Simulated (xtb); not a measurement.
xtb 6.7.1, GFN2-xTB: Zr(Cl)(OH)3 ([OH][Zr]([OH])([OH])[Cl]), 8 atoms. The geometry is a generated start, not checked to be a minimum at this level.

- method: GFN2-xTB
- --acc: 1 (default)
- --etemp (K): 300 (default)
- detailed input (--input): none: ANC optimiser, Lindh (1995) Hessian, microcycle=20, maxdispl=1.0, hlow=0.01 (default)
- basis functions: 35
- valence electrons: 32

```xyz
8

Zr     0.1369     0.3024    -0.0318
Cl     2.0605     0.4588    -1.2388
O      0.6942    -0.3492     1.6279
H      0.7643    -1.2389     1.9904
O     -0.7076    -1.1548    -0.8468
H     -0.2492    -1.9632    -1.1209
O     -0.8811     1.8695    -0.1575
H     -1.8180     2.0754    -0.2226
```

Charge 0 and multiplicity 1 are set for this test and not shown to be the ground state.

The structure is relaxed from this start with --opt LEVEL for the levels crude, sloppy, loose, lax, normal, tight, vtight, extreme, once each. Up to the end of the extreme run atoms move by at most 0.65 Å along an axis.

Q: What is the loosest level that ends within 1 meV of the extreme run, and how many cycles does it take?

A: normal: 30 cycles against 39, ending 0.23 meV above.

```csv
level,cycles,energy above the extreme run (meV),gradient norm (eV/Å)
crude,1,72,0.19
sloppy,1,72,0.19
loose,1,72,0.19
lax,22,2.2,0.025
normal,30,0.23,0.030
tight,34,0.029,0.018
vtight,39,under 0.01,0.0020
extreme,39,—,0.0020
```
